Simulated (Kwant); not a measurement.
System: quantum point contact (saddle potential) in a ZnO two-dimensional gas. Effective mass 0.3 mₑ, grid spacing 4.2 nm, hard walls, nominal width 100 nm (23 grid rows, so walls 100.8 nm apart), one parabolic valley, scattering region 300 nm long along x; energies count from the band bottom; Fermi energy 0.0034 eV. Potential (V0 + ½k y²) cos²(πx/L) for |x| < L/2, with V0 swept from 0.00357 to 0 eV, k = 5e-06 eV/nm², L = 200 nm.

The device is made up for the run: typed textbook-type constants, with dimensions and the other settings drawn at random.

Model: effective-mass tight-binding model on a square grid, one spin, coherent transport at 0 K (Kwant). Conductance is in e²/h.

Compare with the saddle-point formula G = Σ 1/(1 + exp(−2π(E − V0 − ħωy(n + ½))/ħωx)), taking ħωy = ħ√(k/m) and ħωx from the curvature along x of V0 plus half of the mode's confinement energy.

ħωy = 1.13 meV; at V0 = 2.90 meV the lowest mode has ħωx = 0.631 meV.

```csv
V0 (meV),formula,simulation
3.36,0.0074,0.0072
2.90,0.35,0.37
2.43,0.99,0.99
1.97,1.06,1.07
1.50,1.92,1.93
1.03,2.01,2.01
```

The formula takes a parabolic saddle in the continuum; the run has the full potential on a grid.
